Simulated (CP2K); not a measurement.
Band structure of SrCd (Pm-3m, 2 atoms in the cell).

```xyz
2
Lattice="4.0356 0.0000 0.0000 0.0000 4.0356 0.0000 0.0000 0.0000 4.0356" Properties=species:S:1:pos:R:3 pbc="T T T"
Sr     2.0178     2.0178     2.0178
Cd     0.0000     0.0000     0.0000
```

Method: LDA (Pade form), GPW, DZVP-MOLOPT-SR-GTH basis, GTH-PADE potentials (GTH_POTENTIALS) run with CP2K 2026.2.

Settings: CUTOFF = 500 Ry; REL_CUTOFF = 50 Ry; SMEAR/METHOD = FERMI_DIRAC; ELECTRONIC_TEMPERATURE = 1160.45 K; KPOINTS/SCHEME = MONKHORST-PACK 11 11 11; XC_FUNCTIONAL = PADE; Sr/BASIS_SET = DZVP-MOLOPT-SR-GTH; Sr/POTENTIAL = GTH-PADE-q10; Cd/BASIS_SET = DZVP-MOLOPT-SR-GTH; Cd/POTENTIAL = GTH-PADE-q12; METHOD = GPW; EPS_DEFAULT = 1e-10; EXTRAPOLATION = USE_GUESS; NGRIDS = 5.

The starting cell comes from a database of computed structures (which also holds hypothetical and non-ambient phases and stackings), without a prior relaxation at this level. Values carry the incompleteness of an atom-centred basis.

Levels in eV from the Fermi level, bands 8 to 13:
| point | 8 | 9 | 10 | 11 | 12 | 13 |
|---|---|---|---|---|---|---|
| Γ | -8.35 | -8.35 | -5.71 | 1.38 | 1.38 | 4.05 |
| X | -8.34 | -8.33 | -3.55 | -2.41 | 1.85 | 2.24 |
| M | -8.41 | -8.23 | -3.10 | 0.03 | 0.03 | 1.09 |
| R | -8.23 | -8.23 | -0.84 | -0.75 | -0.75 | -0.75 |

Bands cross the Fermi level along this path, so the cell is metallic at this level.

Higher empty bands are left out: an atom-centred basis made for the valence describes them poorly.
